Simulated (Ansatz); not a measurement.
BiVO4 (I4₁/a, No. 88, 12 atoms in the cell; start COD 9012062; high-temperature phase), treated with PBEsol (Ansatz, a first-principles code, PAW).

Run with plane-wave cutoff 520 eV, 10×10×10 k mesh, Fermi–Dirac smearing 0.01 eV, no spin polarisation, scalar-relativistic PAW data made under PBE.

Cell (measured lattice):

```cif
data_Bi2O8V2
_chemical_formula_sum 'Bi2 V2 O8'
_space_group_name_H-M_alt 'P 1'
_space_group_IT_number 1
_cell_length_a 6.89890
_cell_length_b 6.89890
_cell_length_c 6.89890
_cell_angle_alpha 136.195
_cell_angle_beta 136.195
_cell_angle_gamma 63.679
loop_
_space_group_symop_operation_xyz
  'x, y, z'
loop_
_atom_site_label
_atom_site_type_symbol
_atom_site_fract_x
_atom_site_fract_y
_atom_site_fract_z
_atom_site_occupancy
Bi1 Bi 0.00000 0.00000 0.00000 1
Bi2 Bi 0.75000 0.25000 0.50000 1
V1 V 0.50000 0.50000 0.00000 1
V2 V 0.25000 0.75000 0.50000 1
O1 O 0.30910 0.42310 0.38900 1
O2 O 0.67010 0.55910 0.38600 1
O3 O 0.03410 0.92010 0.61100 1
O4 O 0.17310 0.28410 0.61400 1
O5 O 0.44090 0.82690 0.11100 1
O6 O 0.07990 0.69090 0.11400 1
O7 O 0.71590 0.32990 0.88900 1
O8 O 0.57690 0.96590 0.88600 1
```

Problem. Predict the band gap, smallest direct gap on the k points sampled and Γ–Γ gap.

Solution. 
- band gap: 2.20 eV
- smallest direct gap on the k points sampled: 2.27 eV
- Γ–Γ gap: 2.85 eV

Note: held by symmetry at 0 K, a high-temperature phase can be a saddle point; cell and atoms aren't relaxed at this level (largest force component 0.09 eV/Å, pressure -3.3 GPa).

Spin–orbit coupling is not included; with these elements it can move the gap by several tenths of an eV or more.

The computed numbers hold no vibrational or temperature effects.

Cost on a shared machine: roughly 4 core-minutes.
